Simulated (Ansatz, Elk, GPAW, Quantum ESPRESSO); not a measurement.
## CrCo3 (Pm-3m, 4 atoms in the cell) computed with different codes at matched settings

Self-consistent single point, at a second geometry (lattice scaled by 0.98). First geometry:

```xyz
4
Lattice="3.4932 0.0000 0.0000 0.0000 3.4932 0.0000 0.0000 0.0000 3.4932" Properties=species:S:1:pos:R:3 pbc="T T T"
Cr     0.0000     0.0000     0.0000
Co     1.7466     1.7466     0.0000
Co     0.0000     1.7466     1.7466
Co     1.7466     0.0000     1.7466
```
Moments meant for the start (each program seeds them in its own way; μB, in the order of the atoms Cr Co Co Co): 3.0 3.0 3.0 3.0.

Shared settings, as Ansatz (a program for electronic structure) writes them: kpoints.mp_grid.grid = 9 9 9; scf.occupations.method = gaussian; scf.occupations.width = 0.1 eV. Potentials and cutoffs stand in the table.

| code | model | ΔF from the first geometry (meV/atom) | pressure (GPa) | size of the net moment (μB/atom) | cutoff |
|---|---|---|---|---|---|
| Quantum ESPRESSO | LDA (PZ), GBRV 1.5 ultrasoft (LDA) pseudopotentials | -45.0 | -5.89 | 0.01 | 50 Ry |
| GPAW | LDA (Perdew-Wang 92), GPAW PAW datasets LDA (gpaw-data 1.0.1) | -41.8 | -3.91 | 0.03 | 800 eV |
| Elk | LDA (PW92), all-electron FP-LAPW, Elk's shipped species files, default APW+lo basis | – | – | 0.02 | rgkmax 7 |
| Ansatz | LDA (PW92), PAW files made with PBE | -49.5 | -5.67 | 0.02 | default |

For Quantum ESPRESSO (by 0.8 GPa) the energy change implies a higher mean pressure, against the two pressures, than for the other programs: a sign of finite-basis (Pulay) stress.

A dash marks a value that a program does not give, or that is left out as unsure.

On Ansatz's run: the moments shrank to a small part of their start, a low-spin state that need not be the lowest. The program warned that a starting moment was not kept.

The spread over the programs that give each value: ΔF from the first geometry within 7.7 meV/atom; pressure within 1.98 GPa; size of the net moment within 0.02 μB/atom.

Elk treats all electrons, but the usual bases taken here (sphere radii, linearisation, local orbitals, empty states) were not tested for convergence, so the values are no reference for the others. Ansatz's pressure is given at a fixed set of plane waves, as the other plane-wave codes print theirs; with its correction for the finite basis it is -5.55 GPa. The same LDA comes in different parametrisations, which differ slightly. In the pressure, GPAW (by 1.76) lies more than 1 GPa from the median of the plane-wave programs.

The starting cell comes from a database of computed structures (which also holds hypothetical and non-ambient phases and stackings), without a prior relaxation at this level. Its lattice was rescaled by a random factor within 2.5 % of one. For this run, on top of that: lattice scaled by 0.98.

Keys are those of Ansatz 0.2.
